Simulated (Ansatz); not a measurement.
Consider Cu$_{2}$O (space group Pn-3m, No. 224; a = 4.2224 Å).

Perturbation: every lattice vector is stretched by 0.98 %; the atoms relax in the strained cell.

Levels (all Ansatz, a first-principles code, PAW): PBEsol (420 eV, no spin-orbit coupling); PBEsol+SOC (420 eV, with spin-orbit coupling).

The geometry is relaxed with PBEsol.

- PBEsol valence-band top at Γ = 0.00, 0.00, 0.00 eV
- PBEsol lowest conduction level above the VBM at special points = Γ 0.49 eV; M 1.85 eV; X 2.21 eV; R 2.37 eV
- PBEsol width of the top valence band = 0.73 eV
- PBEsol electron mass = 0.94 mₑ (at Γ)

### Question
What does PBEsol+SOC give at this geometry for the valence-band top at Γ, lowest conduction level above the VBM at special points, width of the top valence band and electron mass?

### Answer
The valence-band top at Γ (three highest Kramers pairs, from the VBM) changes from 0.00, 0.00, 0.00 eV to 0.00, -0.13, -0.13 eV; the lowest conduction level above the VBM at special points goes from Γ 0.49 eV; M 1.85 eV; X 2.21 eV; R 2.37 eV to Γ 0.41 eV; M 1.76 eV; X 2.13 eV; R 2.22 eV; the width of the top valence band goes up by 0.07 eV (0.73 eV → 0.80 eV); the electron mass changes from 0.94 mₑ (at Γ) to 0.95 mₑ (at Γ).

Single points use the geometry relaxed with PBEsol. Differences between runs with and without spin-orbit coupling are approximate. The levels and masses belong to the bands next to the band gap. Masses are band curvatures over ±0.01 Å⁻¹ around the edge. Whether these cells are dynamically stable was not tested. No Hubbard U is applied. The runs without spin-orbit coupling are not spin-polarised.
